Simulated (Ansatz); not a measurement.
**Cu under a change: isotropic strain −2.00 %**

Start from Cu in the fcc (Cu type) structure (space group Fm-3m, No. 225; a = 3.564 Å; relaxed with 0.1 eV smearing).

Modification: the cell is scaled by 0.9800 in all directions, atoms relaxed at fixed cell.

The values are results of PBEsol (Ansatz, a quantum-chemistry and plane-wave program), without spin-orbit coupling, not measurements. k-mesh 32×32×32 (Γ-centred); smearing 0.1 eV (Fermi–Dirac).

The volume per atom falls by 0.67 Å³ (11.32 Å³ → 10.65 Å³) and the space group is still Fm-3m (No. 225). The shortest interatomic distance shrinks by 0.050 Å to 2.470 Å and the energy increases by 23 meV/atom. The pressure goes from zero to 11.8 GPa and the band gap stays zero.

No phonon test of stability was made. The final runs are not spin-polarised.
